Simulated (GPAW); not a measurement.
Input and output of a self-consistent single point for CoSi₂ (I4mm, 3 atoms in the cell) (GPAW).

Level of theory: PBEsol, GPAW PAW datasets PBEsol (made by gpaw-setup) (plane waves; GPAW).

```
CoSi2
1.0
    0.00000     2.67196     2.67196
    2.67196     0.00000     2.67196
    2.67196     2.67196     0.00000
Co Si
1 2
Direct
  0.00936   0.00936   0.99064
  0.25000   0.25000   0.25000
  0.75000   0.75000   0.75000
```

Reference input (self-consistent single point, DFT PBEsol, plane waves, GPAW PAW datasets PBEsol (made by gpaw-setup)): mode = pw; ecut = 850 eV; xc = PBEsol; kpts = 4 4 4; mesh shift (steps) = 0 0 0; occupations.name = fermi-dirac; occupations.width = 0.1 eV; nbands = -9; symmetry.symmorphic = false; symmetry.tolerance = 0.0005; maxiter = 150. This run's input differs from it in these lines:

```diff
@@ -14,2 +14,3 @@
 calc = GPAW(mode=PW(850),
+            h=0.25,
             xc='PBEsol',
```

Output (repeated stretches shortened):

```
Input parameters:
  h: 0.25
  kpts: {gamma: True,
         size: (4, 4, 4)}
  maxiter: 150
  mode: {ecut: 850.0,
         name: pw}
  nbands: -9
  occupations: {fixmagmom: False,
                name: fermi-dirac,
                width: 0.1}
  symmetry: {symmorphic: False,
             tolerance: 0.0005}
  xc: PBEsol

species:
  Co:
    name: Cobalt
    Z: 27.0
    valence: 9
    core: 18
    charge: 0.0
    file: Co.PBEsol.gz

    # Using partial waves for Co as LCAO basis

  Si:
    name: Silicon
    Z: 14.0
    valence: 4
    core: 10
    charge: 0.0
    file: Si.PBEsol.gz

    # Using partial waves for Si as LCAO basis

Reference energy: -53612.253912  # eV

Spin-paired calculation

Convergence criteria:
 Maximum [total energy] change in last 3 cyles: 0.0005 eV / valence electron
 Maximum integral of absolute [dens]ity change: 0.0001 electrons / valence electron
 Maximum integral of absolute [eigenst]ate change: 4e-08 eV^2 / valence electron
 Maximum number of scf [iter]ations: 150

Symmetries present (total): 8
Symmetries with fractional translations: 0
64 k-points: 4 x 4 x 4 Monkhorst-Pack grid + [1/8,1/8,1/8]
13 k-points in the irreducible part of the Brillouin zone
       k-points in crystal coordinates                weights
   0:     0.00000000    0.00000000    0.00000000          1/64
   1:     0.25000000   -0.25000000    0.50000000          2/64
   2:     0.25000000    0.00000000    0.25000000          4/64
   [... 7 lines left out ...]
          ...
  12:     0.50000000    0.50000000    0.50000000          4/64

Traceback (most recent call last):
   [... frames left out ...]
AssertionError
```

The program stopped before any SCF iteration. 

The starting cell has typed, rounded lattice constants, without a prior relaxation at this level. Its lattice was rescaled by up to half a per cent. One atom was moved a little off its site on purpose.
